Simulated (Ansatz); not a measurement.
Response to strain in MgS

The reference is MgS in the rock salt structure (space group Fm-3m, No. 225).

```xyz
2
Lattice="0.0000 2.5910 2.5910 2.5910 0.0000 2.5910 2.5910 2.5910 0.0000" Properties=species:S:1:pos:R:3 pbc="T T T"
Mg     0.0000     0.0000     0.0000
S      2.5910     2.5910     2.5910
```

Strains are applied to the cell and any free atomic positions relax.

Calculations: Kohn–Sham DFT with the PBEsol functional, run in Ansatz (a first-principles code) with PAW and 420 eV plane waves, no spin-orbit coupling.

Candidates:
(a) isotropic strain −3.00 %
(b) isotropic strain −0.50 %
(c) isotropic strain −1.50 %
(d) isotropic strain −2.50 %
(e) isotropic strain +2.00 %

Notes on the quantities. energy relative to the base: free energy F.

Question: Order them by energy relative to the base, highest first.

Answer: (a) isotropic strain −3.00 % (+38 meV/atom), (d) isotropic strain −2.50 % (+26 meV/atom), (e) isotropic strain +2.00 % (+14 meV/atom), (c) isotropic strain −1.50 % (+9.0 meV/atom), (b) isotropic strain −0.50 % (+1.0 meV/atom)

No phonon test of stability was made.
